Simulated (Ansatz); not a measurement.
Consider MgB₂ (space group P6/mmm, No. 191; a = 3.064 Å, c = 3.498 Å; relaxed with 0.1 eV smearing). Axes: x lies along a and z along c of the hexagonal cell.

Calculations: PBEsol (Ansatz, a quantum-chemistry and plane-wave program, PAW, without spin-orbit coupling).

Strains are applied to the cell and any free atomic positions relax.

One change was made to it. Results:

```tsv
quantity	base	after
energy relative to the base (free energy F)	0 meV/atom	+1.2 meV/atom
band gap	zero	zero
```

**Question.** Which of these changes matches the shifts?
A. tensor shear ε_xz = +1.71 %
B. tensor shear ε_xz = +1.14 %
C. tensor shear ε_xz = +2.00 %

**Answer.** B, tensor shear ε_xz = +1.14 %. For comparison, the energy relative to the base in the other runs: tensor shear ε_xz = +1.71 % gives +2.6 meV/atom; tensor shear ε_xz = +2.00 % gives +3.6 meV/atom.

Whether these cells are dynamically stable was not tested. The final runs are not spin-polarised.
